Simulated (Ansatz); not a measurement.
Base system: SrCl2 in the fluorite structure (space group Fm-3m, No. 225).

```xyz
3
Lattice="0.0000 3.5205 3.5205 3.5205 0.0000 3.5205 3.5205 3.5205 0.0000" Properties=species:S:1:pos:R:3 pbc="T T T"
Sr     0.0000     0.0000     0.0000
Cl     1.7603     1.7603     1.7603
Cl     5.2808     5.2808     5.2808
```

Computed with PBE (Ansatz, an electronic-structure program), no spin-orbit coupling.

Base values:

```
Item        Result
--------  --------
Pressure  0.00 GPa
```

It is then changed as follows: an isotropic linear strain of −2.00 %; the atoms relax in the strained cell.

Problem. Estimate the effect on the mean gap deformation potential ΔEg/Δln V and pressure.

Solution. The mean gap deformation potential ΔEg/Δln V comes out as -3.9 eV; the pressure goes from zero to 2.34 GPa.

No phonon test of stability was made.
